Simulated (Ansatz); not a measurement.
Here is the system:

```
Nb2SnC
1.0
    3.23281     0.00000     0.00000
   -1.61640     2.79969     0.00000
    0.00000     0.00000    13.75064
Nb Sn C
4 2 2
Direct
  0.33333   0.66667   0.08269
  0.66667   0.33333   0.91731
  0.66667   0.33333   0.58269
  0.33333   0.66667   0.41731
  0.33333   0.66667   0.75000
  0.66667   0.33333   0.25000
  0.00000   0.00000   0.00000
  0.00000   0.00000   0.50000
```

Calculation: PBEsol, DFPT electron-phonon coupling, linearised Boltzmann equation (plane waves, PAW, scalar-relativistic; Ansatz, a first-principles code). Cell: relaxed with this functional, without spin-orbit coupling.

Task: Predict the intrinsic resistivity at 300 K.

Result: 12.4 (x), 12.4 (y), 26 (z) μΩ·cm.

Task: And the electrons' mean free path at that temperature?

Result: 8.1 (x), 8.1 (y), 7.3 (z) nm, weighted by the current that each state carries. Wires not much wider than this gain resistivity from their walls.

A metal at this level (no band gap). Only scattering by harmonic phonons is included (no impurities, grain boundaries, electron-electron scattering or thermal expansion). Spin-orbit coupling is left out. Halving the electron mesh (32x32x8) moves the resistivity by up to 8 % at 300 K, the mean free path by up to 4 %. Smearing 0.20 eV; phonons on a 5x5x1 q mesh, which this run doesn't test.

Computed structure with no diffraction record at hand here (it may be known, metastable or hypothetical): Nb2SnC (P6_3/mmc).
